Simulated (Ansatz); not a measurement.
Start from TiO2 in the anatase structure (space group I4_1/amd, No. 141; a = 3.799 Å, c = 9.701 Å). Axes: x, y, z lie along a, b, c of the conventional cell.

The values are results of PBE (Ansatz, a quantum-chemistry and plane-wave program), without spin-orbit coupling, not measurements.

Perturbation: uniaxial strain ε_zz = +3.00 %, all other strain components held at zero; the atoms relax in the strained cell.

Task: What does the calculation give for the stress after the change?

Result: The stress (xx, yy, zz, yz, xz, xy; compression positive) amounts to (-4.04, -4.04, -5.53, 0.00, 0.00, 0.00) GPa.

Task: What happens to the largest internal atomic displacement?

Result: The largest internal atomic displacement comes out as 0.032 Å.

Whether these cells are dynamically stable was not tested. All final runs are without spin polarisation.
